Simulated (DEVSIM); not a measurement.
# abrupt Si p-n junction

Structure: abrupt Si p-n junction, at 300 K.

| layer (left to right) | material | thickness (μm) | Nd (cm⁻³) | Na (cm⁻³) | τn (s) | τp (s) |
|---|---|---|---|---|---|---|
| 1 | Si | 1.40 | - | 1.6e15 | 0.00011 | 0.00011 |
| 2 | Si | 0.150 | 8.1e15 | - | 0.00011 | 0.00011 |

Left contact: ohmic. Right contact: ohmic. Voltage is applied to the left contact. Recombination: SRH at mid-gap, radiative. Mobility is constant in doping.

The device is made up for the run: typed textbook-type constants, with dimensions and the other settings drawn at random. Values at 300 K.

| parameter | Si |
|---|---|
| gap (eV) | 1.124 |
| affinity (eV) | 4.05 |
| permittivity | 11.7 |
| Nc (cm⁻³) | 2.86e19 |
| Nv (cm⁻³) | 3.1e19 |
| μn (cm²/Vs) | 1417 |
| μp (cm²/Vs) | 470 |
| B (cm³/s) | 4.7e-15 |

DEVSIM, 1D drift-diffusion, Boltzmann statistics, complete ionisation; no tunnelling, impact ionisation, image-force lowering or self-heating.

The potential step across the device at zero bias is 0.658 V and the largest field in the device at zero bias is 16000 V/cm. The dark forward voltage at 1 A/cm² comes out as 0.488 V and the dark forward voltage at 100 A/cm² is 0.640 V.

Dark forward current:

(V (V), J (A/cm²)): (0.05, 6.3e-8); (0.10, 4.7e-7); (0.15, 3.2e-6); (0.20, 2.1e-5); (0.25, 0.00014); (0.30, 0.00091); (0.35, 0.0059); (0.40, 0.039); (0.45, 0.25); (0.50, 1.6); (0.55, 9.0); (0.60, 40); (0.65, 120); (0.70, 280); (0.75, 520); (0.80, 830); (0.85, 1200); (0.90, 1600); (0.95, 2100)
